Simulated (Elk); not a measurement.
A self-consistent single point of VH (Fm-3m, 2 atoms in the cell) with Elk.

Method: LDA (PW92), all-electron FP-LAPW, Elk's shipped species files, APW+lo basis with extra local orbitals (Elk 10.2.4).

```
CELL_PARAMETERS angstrom
      0.00000     1.96375     1.96375
      1.96375     0.00000     1.96375
      1.96375     1.96375     0.00000
ATOMIC_POSITIONS crystal
  V  0.00000 0.00000 0.00000
  H  0.50000 0.50000 0.50000
```

Reference input (self-consistent single point, DFT, PBEsol, all-electron FP-LAPW, Elk's shipped species files, APW+lo basis with extra local orbitals): xctype = 22; rgkmax = 8; stype = 0; swidth = 0.00367493 Ha; ngridk = 14 14 14; tforce = true; gmaxvr = 18 1/bohr; lmaxapw = 10; lmaxo = 8; nxlo = 2; lorbcnd = true; lradstp = 2. This run's input differs from it in these lines:

```diff
@@ -4,3 +4,3 @@
 xctype
-  22
+  3
```

Log, with long lists cut:

```
│ Self-consistent loop started │
│ Loop number : 1 │
 total energy                :     -946.455543776
│ Loop number : 2 │
 total energy                :     -946.560327855
RMS change in Kohn-Sham potential (target) :   0.9837191881E-01 (  0.1000000000E-05)
Absolute change in total energy (target)   :   0.1047840788     (  0.1000000000E-03)
│ Loop number : 3 │
 total energy                :     -946.826964276
RMS change in Kohn-Sham potential (target) :   0.8894181330E-01 (  0.1000000000E-05)
Absolute change in total energy (target)   :   0.2928324408     (  0.1000000000E-03)
│ Loop number : 4 │
   [... lines left out ...]
Absolute change in total energy (target)   :   0.1232590844E-02 (  0.1000000000E-03)
│ Loop number : 12 │
 total energy                :     -948.011575726
RMS change in Kohn-Sham potential (target) :   0.2706929927E-05 (  0.1000000000E-05)
Absolute change in total energy (target)   :   0.2931622239E-03 (  0.1000000000E-03)
│ Loop number : 13 │
 total energy                :     -948.011596502
RMS change in Kohn-Sham potential (target) :   0.2352385205E-06 (  0.1000000000E-05)
Absolute change in total energy (target)   :   0.9406657182E-04 (  0.1000000000E-03)
Convergence targets achieved

│ Loop number : 14 │

Energies :
 Fermi                       :     0.413738585695
 total energy                :     -948.011603969

Density of states at Fermi energy :    33.69079093
 (states/Hartree/unit cell)

Estimated indirect band gap :   0.7187878905E-03
 from k-point      2 to k-point     61
Estimated direct band gap   :   0.9089234790E-02
 at k-point     19

Charges :
 core                        :    10.00000000
 valence                     :    14.00000000
 interstitial                :    2.052101656
 muffin-tins (core leakage)
  species :    1 (V)
   atom    1                 :    21.21214272     (  0.1502307612E-08)
  species :    2 (H)
   atom    1                 :   0.7357556218     (   0.000000000    )
 total in muffin-tins        :    21.94789834
   [... lines left out ...]
   total force               :    -0.00000000   -0.00000000   -0.00000000
   total magnitude           :     0.00000000
 species :    2 (H)
  atom :    1
   Hellmann-Feynman          :    -0.00000000    0.00000000   -0.00000000
   IBS                       :     0.00000000    0.00000000    0.00000000
   total force               :     0.00000000    0.00000000    0.00000000
   total magnitude           :     0.00000000
```

The run converged in 14 iterations. The count includes the last loop, which Elk runs after its targets are met. 

The starting cell comes from a database of computed structures (which also holds hypothetical and non-ambient phases and stackings), without a prior relaxation at this level. Spin polarisation is off. Values depend on the basis (sphere radii, cutoffs, local orbitals), which need not be converged. The log's line on a gap gives a spacing of levels on this mesh, which the program prints for metals too.

Cost on one core of a shared machine: roughly 80 s.
